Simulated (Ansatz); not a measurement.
Take ZnS in the wurtzite structure (space group P6_3mc, No. 186; a = 3.845 Å, c = 6.305 Å) as the base.

Method: Kohn–Sham DFT with the PBE functional, run in Ansatz (a program for electronic structure) with PAW and 420 eV plane waves, no spin-orbit coupling.

For the base:

The pressure comes out as 0.00 GPa.

It is then changed as follows: an isotropic linear strain of −3.00 %; the atoms relax in the strained cell.

Question: Estimate the effect on the mean gap deformation potential ΔEg/Δln V and pressure.

Answer: The mean gap deformation potential ΔEg/Δln V amounts to -4.5 eV; the pressure (mean of the normal stresses, compression positive) goes from zero to 7.74 GPa.

No phonon test of stability was made.
